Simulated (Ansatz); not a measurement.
Base system: HfO2 (space group P4_2/nmc, No. 137; a = 3.5671 Å, c = 5.1660 Å). Axes: x, y, z lie along a, b, c of the conventional cell.

It is then changed as follows: uniaxial stress, 2 GPa compression along z; all other stress components relax to zero.

Levels (all Ansatz, a program for electronic structure, PAW): PBEsol (420 eV, without spin-orbit coupling); r2SCAN (500 eV, without spin-orbit coupling); HSE06 (420 eV, no spin-orbit coupling).

At the geometry relaxed with PBEsol, these levels gave the following band gaps, in shuffled order: (a) 6.32 eV, (b) 4.55 eV, (c) 5.21 eV.

Match each gap to its level.

(a) HSE06; (b) PBEsol; (c) r2SCAN.

Single points use the geometry relaxed with PBEsol. HSE06 gaps are upper bounds (no full band path). Spin-orbit coupling, missing from the scalar runs, can matter with Hf. Load acts through the strain it causes; cell and atoms are relaxed under it. Stability under load was not tested beyond the relaxation. This is not the structure that HfO2 has at room temperature and ambient pressure.
